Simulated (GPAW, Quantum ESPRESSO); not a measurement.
A GPAW input for a self-consistent single point of F2 (C2/c, 4 atoms in the cell) (DFT PBEsol, plane waves, GPAW PAW datasets PBEsol (made by gpaw-setup)):

```python
from ase import Atoms
from ase.units import GPa
from gpaw import GPAW

atoms = Atoms(['F', 'F', 'F', 'F'],
              cell=[[2.556320, -1.584025, 0.000000],
                    [2.556320, 1.584025, 0.000000],
                    [-0.562109, 0.000000, 6.597708]],
              positions=[[3.526890, 0.506096, 3.945165],
                         [1.023641, -0.506096, 2.652543],
                         [0.742587, 0.506096, 5.951397],
                         [3.807944, -0.506096, 0.646311]],
              pbc=True)

calc = GPAW(mode={'name': 'pw', 'ecut': 900},
            xc='PBEsol',
            kpts={'size': (10, 10, 4), 'gamma': True},
            occupations={'name': 'fermi-dirac', 'width': 0.0},
            nbands=-4,
            convergence={'density': 1e-05, 'energy': 1e-05, 'bands': -2},
            symmetry={'symmorphic': False, 'tolerance': 0.0005},
            maxiter=100)

atoms.calc = calc

energy = atoms.get_potential_energy()
print('Energy (eV):', round(energy, 6))
forces = atoms.get_forces()
print('Forces (eV/Ang):')
print(forces.round(5))
stress = atoms.get_stress()
print('Stress (GPa, Voigt):', (stress / GPa).round(4))
```

Q: Give the Quantum ESPRESSO input for the same structure, mesh, smearing and functional.

A: One input that does it (others would too):

```fortran
&control
 calculation = 'scf'
 outdir = './out'
 pseudo_dir = './'
 verbosity = 'high'
 tprnfor = .true.
 tstress = .true.
/
&system
 ibrav = 0
 nat = 4
 ntyp = 1
 ecutwfc = 40
 ecutrho = 200
 occupations = 'fixed'
 nbnd = 18
/
&electrons
 conv_thr = 1.0d-10
 mixing_beta = 0.7
/
ATOMIC_SPECIES
F     18.9984  f_pbesol_v1.4.uspp.F.UPF
CELL_PARAMETERS angstrom
   2.5563200000    -1.5840250000     0.0000000000
   2.5563200000     1.5840250000     0.0000000000
  -0.5621090000     0.0000000000     6.5977080000
ATOMIC_POSITIONS angstrom
F     3.5268898336    0.5060959875    3.9451654757
F     1.0236411664   -0.5060959875    2.6525425243
F     0.7425866664    0.5060959875    5.9513965243
F     3.8079443336   -0.5060959875    0.6463114757
K_POINTS automatic
10 10 4  0 0 0
```

Basis settings and potentials, where a program has them, do not carry over. This input uses DFT, PBEsol, plane waves, GBRV 1.5 ultrasoft (PBESOL) pseudopotentials.

The starting cell comes from a database of computed structures (which also holds hypothetical and non-ambient phases and stackings), without a prior relaxation at this level.
